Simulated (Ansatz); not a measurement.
Reference: BeS (F-43m), r2SCAN with spin-orbit coupling, rigid bands (plane waves, PAW; Ansatz, a first-principles code); axes and stresses refer to this cell.

```
CELL_PARAMETERS angstrom
      0.00000     2.43429     2.43429
      2.43429     0.00000     2.43429
      2.43429     2.43429     0.00000
ATOMIC_POSITIONS crystal
  Be 0.00000 0.00000 0.00000
  S  0.75000 0.75000 0.75000
```

The Seebeck coefficient, n-type 1e19 cm⁻³ is -276 μV/K, the hole conductivity mass is 0.79 mₑ and the electron conductivity mass is 0.37 mₑ.

Task: After one change the values are Seebeck coefficient, n-type 1e19 cm⁻³ -193 μV/K; hole conductivity mass 0.72 mₑ; electron conductivity mass 0.38 mₑ. What was changed between the two runs?
A. hydrostatic pressure 5 GPa
B. uniaxial stress zz = 1 GPa (compression positive)
C. uniaxial stress zz = 2 GPa (compression positive)

Result: C, uniaxial stress zz = 2 GPa (compression positive)

Masses are for dilute carriers at 300 K, harmonic means over directions unless an axis is named. Seebeck coefficients are for the stated density at 300 K, with one relaxation time for all states and whether or not that doping can be reached. Stresses and pressures are the targets of the relaxation.  The structure type is held under load, also where the real crystal would transform.
